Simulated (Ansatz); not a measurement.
Functionals compared on CH3 on the 1x1 (111) surface of fcc Pd, one in a 2x2 cell, started at the site 'bridge Pd-Pd (span 2.8 Å)', in Ansatz (plane waves, PAW). The structure was relaxed with PBE; the other rows are single points on it, each with its references at the same level. Cutoff 420 eV (500 eV for r2SCAN).

Slab: 20 atoms, 6.8 Å thick at the start under the adsorbate (thin: gaps and levels are the slab's own); k 6x6x1, smearing 0.1 eV, dipole-corrected; 8 atoms held, the rest relaxed; no symmetry held; no spin, no spin-orbit, no U, no dispersion correction. At the end it is bonded to Pd. In PBE it is, or lies within 0.03 eV of, the lowest of the starts that converged. These notes are the PBE run's. Adsorption energies are against CH4(g) − ½ H2(g). A negative adsorption energy means that the adsorbate is more stable on the surface than in its reference.

```csv
functional,adsorption energy (eV),work function of the top face (eV),change of the work function (eV),rough cost of the single point
PBE,0.72,4.66,-0.58,–
RPBE,0.89,4.53,-0.52,roughly 4 core-minutes
r2SCAN,0.55,4.66,-0.57,about 15 core-minutes (a rough figure)
```

Ansatz is an electronic-structure program.
